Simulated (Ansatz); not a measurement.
The starting structures come from a database of crystals and need not be the phases stable at ambient conditions.

Inside the gap of an insulator the Bloch states are evanescent, with a wavenumber k + iκ along the transport direction.

Data:

```yaml
crystal:
  lattice:
    - [6.60874, 0.00000, 0.00000]
    - [0.00000, 6.65954, 0.00000]
    - [2.58275, 0.00000, 7.84823]
  atoms:
    - { symbol: Sr, position: [0.71633, 0.25000, 0.95181] }
    - { symbol: Sr, position: [0.28367, 0.75000, 0.04819] }
    - { symbol: Sr, position: [0.77517, 0.25000, 0.42926] }
    - { symbol: Sr, position: [0.22483, 0.75000, 0.57074] }
    - { symbol: Si, position: [0.27870, 0.25000, 0.79685] }
    - { symbol: Si, position: [0.72130, 0.75000, 0.20315] }
    - { symbol: S, position: [0.11355, 0.25000, 0.06158] }
    - { symbol: S, position: [0.88645, 0.75000, 0.93842] }
    - { symbol: S, position: [0.08310, 0.25000, 0.63567] }
    - { symbol: S, position: [0.91690, 0.75000, 0.36433] }
    - { symbol: S, position: [0.48962, 0.49803, 0.73725] }
    - { symbol: S, position: [0.51038, 0.50197, 0.26275] }
    - { symbol: S, position: [0.51038, 0.99803, 0.26275] }
    - { symbol: S, position: [0.48962, 0.00197, 0.73725] }
```

Space group of this cell: P2_1/m. The cell is taken as given.

Transport runs along the normal of the first two printed cell vectors.

The gap is the functional's own, uncorrected, and κ follows it; spin-orbit coupling is left out. Mid-gap values are interpolated between the computed energies.

Compute, with Ansatz (a quantum-chemistry and plane-wave program) with r2SCAN, the band gap and the smallest decay constant κ at mid-gap.

Gap 3.40 eV on a 6×6×4 mesh; κ = 0.303 1/Å, at the zone centre.
